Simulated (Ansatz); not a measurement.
The parent structure is ZrS2 in the CdI2 type structure (space group P-3m1, No. 164; a = 3.578 Å, c = 5.540 Å; layered, stacked along the Cartesian z axis). Axes: x lies along a and z along c of the hexagonal cell.

All numbers come from PBEsol-D3(BJ) (Ansatz, a program for electronic structure), without spin-orbit coupling.

Modification: the cell is scaled by 1.0100 in all directions; the atoms relax in the strained cell.

Problem. Predict the stress tensor and what it implies for the stiffness.

Solution. Stress of the strained cell less that of the base (GPa, compression positive):
```
  -1.75    0.00    0.00
   0.00   -1.75    0.00
   0.00    0.00   -0.82
```

Then B = −ΔP/(ΔV/V₀) with ΔV/V₀ = 0.0303 gives secant stiffness values (nonlinear terms included at this strain): B (at held cell shape, above the free-shape value) ≈ 48 GPa.

Stability against distortions was not tested.
